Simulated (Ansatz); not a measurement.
White tin (β-Sn) was calculated with RPBE (plane waves, PAW; Ansatz, a quantum-chemistry and plane-wave program).

Output (set-up and result lines):

```
Crystal: 2 atoms, lattice volume = 58.547 Å³
Basis set: ecut = 520 eV, 1567 PW (Γ), exchange–correlation on 72×72×72 points (8 copies of the dense FFT grid, shifted against one another)
Bands: 18, of which v1, the nominal top of the filled ones, is band 14 counted from 1 (13 counted from 0)
Symmetry: 16 space group operations
Space group: I41/amd (ITA 141), of the structure as read, at distance tolerance 3.9e-5 Å
k-points: 641 of 8000
Functional: x = rpbe, c = pbe(β = 0.06672455060314922)
SCF iter   1: F=—  HF=-12065.447602 eV  |F-HF|=—  |Δ(HF+E_count)|=         —  Δρ=2.70e-3  dr2=1.96e-3
SCF iter   2: F=—  HF=-12065.446145 eV  |F-HF|=—  |Δ(HF+E_count)|=   1.46e-3  Δρ=1.14e-3  dr2=3.85e-4
  ...
SCF iter   7: F=—  HF=-12065.446241 eV  |F-HF|=—  |Δ(HF+E_count)|=  6.77e-10  Δρ=1.12e-6  dr2=7.90e-10
SCF iter   8: F=-12065.446241 eV  HF=-12065.446241 eV  |F-HF|=7.28e-12  |Δ(HF+E_count)|=  3.27e-11  Δρ=1.36e-7  dr2=7.94e-12
SCF 1 converged in 8 iterations: F = -12065.446241 eV  dr2 = 7.94e-12
SCF converged after 8 iterations
Free energy (F): -12065.446241 eV
Internal energy: -12065.438039 eV  (E = F + TS)
E sigma→0 (E₀):  -12065.442140 eV
Fermi energy:    9.749157 eV
--- Forces (eV/Å), atoms counted from 1 ---
  atom   1  Sn     0.00000000     0.00000000     0.00000000
  atom   2  Sn     0.00000000     0.00000000     0.00000000
--- Stress (GPa, compression-positive) ---
        0.016434      -0.000000       0.000000
       -0.000000       0.016434       0.000000
        0.000000       0.000000      -0.011260
  P = ⅓ Tr σ = 0.0072 GPa (0.072 kbar)
```

Task: Write an input file that could have produced this run (the log leaves some choices open).

Result: Several could match; the one computed here: 
Ansatz 0.2 input:
```yaml
crystal:
  lattice:
    - [-3.0019220272, 3.0019220272, 1.6242292463]
    - [3.0019220272, -3.0019220272, 1.6242292463]
    - [3.0019220272, 3.0019220272, -1.6242292463]
  atoms:
    - { symbol: Sn, position: [0.25, 0.75, 0.5] }
    - { symbol: Sn, position: [0.0, 0.0, 0.0] }
basis:
  ecutwfc: 520
  ecutrho_ratio: 4
  xc_grid: 2
kpoints:
  mp_grid: { grid: [20, 20, 20] }
hamiltonian:
  xc: rpbe
  dispersion: none
  pseudopotentials: { kind: paw }
scf:
  occupations: { method: fermi_dirac, width: 0.05 }
  convergence: { dr2_threshold: 0.0000000002 }
output:
  forces: true
  stress: true
  eigenvalues: true
```

The PAW data were made under PBE.
